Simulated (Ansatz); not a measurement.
**CdSe: biaxial strain −3.00 %, plane normal [001], relaxed out of plane**

Start from CdSe in the wurtzite structure (space group P6_3mc, No. 186; a = 4.302 Å, c = 7.021 Å). Axes: x lies along a and z along c of the hexagonal cell.

It is then changed as follows: compressive biaxial strain of 3.00 % in the plane normal to [001], as in epitaxy on a mismatched substrate; the out-of-plane cell vector and the atoms relax.

Level of theory: PBEsol, PAW, 420 eV (Ansatz, a program for electronic structure; scalar-relativistic without spin-orbit coupling). Settings: 9×9×5 k-points, 0.05 eV Fermi–Dirac smearing.

- Space group = P6_3mc (No. 186) (base P6_3mc (No. 186))
- Shortest interatomic distance = 260.4 pm (base 263.3 pm)
- Pressure (mean of the normal stresses, compression positive) = 1.72 GPa (base 0.00 GPa)
- Band gap = 0.45 eV (base 0.54 eV)
- Gap character = direct at Γ (base direct at Γ)
- Electron mass = 0.060 mₑ out of plane, 0.052 mₑ in plane (at Γ) (base 0.055 mₑ (at Γ))
- Valence-band top at Γ (three highest levels, from the VBM) = 0.00, 0.00, -0.35 eV (base 0.00, 0.00, -0.05 eV)
- Out-of-plane strain = +2.76 %
- Ratio −ε⊥/ε∥ = 0.92
- Mean in-plane stress (compression positive) = +2.6 GPa

Cost of the whole job for the changed cell (relaxation, final SCF and bands): roughly 120 core-seconds.

Effective masses come from finite differences of ±0.01 Å⁻¹. Whether these cells are dynamically stable was not tested.
